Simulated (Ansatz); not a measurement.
Consider SiO₂ in the rutile structure (space group P4_2/mnm, No. 136; a = 4.236 Å, c = 2.690 Å). Axes: x, y, z lie along a, b, c of the conventional cell.

Calculations: plane-wave PAW DFT at the PBE level (Ansatz, an electronic-structure program, 420 eV), without spin-orbit coupling, earlier PAW set.

It is then changed as follows: every lattice vector is shortened by 0.62 %, atoms relaxed at fixed cell.

**Question.** Predict the stress tensor and what it implies for the stiffness.

**Answer.** Stress of the strained cell less that of the base (GPa, compression positive):
```
   4.76    0.00    0.00
   0.00    4.76    0.00
   0.00    0.00    6.73
```

Then B = −ΔP/(ΔV/V₀) with ΔV/V₀ = -0.0185 gives secant stiffness values (nonlinear terms included at this strain): B (at held cell shape, above the free-shape value) ≈ 293 GPa.

Stability against distortions was not tested.
